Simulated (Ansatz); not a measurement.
Start from Sn in the diamond structure (space group Fd-3m, No. 227; relaxed with 0.1 eV smearing).

```
Sn
1.0
    0.00000     3.27046     3.27046
    3.27046     0.00000     3.27046
    3.27046     3.27046     0.00000
Sn
2
Cartesian
  1.63523   1.63523   1.63523
  0.00000   0.00000   0.00000
```

Cartesian axes are those of the cell as printed.

Computed with PBEsol, PAW, 420 eV (Ansatz, a quantum-chemistry and plane-wave program; spin-orbit coupling left out).

The change: biaxial strain −2.25 %, plane normal [001], relaxed out of plane (Cartesian); in-plane vectors clamped, the third vector and the atoms free.

Q: How does this affect the out-of-plane strain?

A: The out-of-plane strain comes out as +2.27 %.

Whether these cells are dynamically stable was not tested.
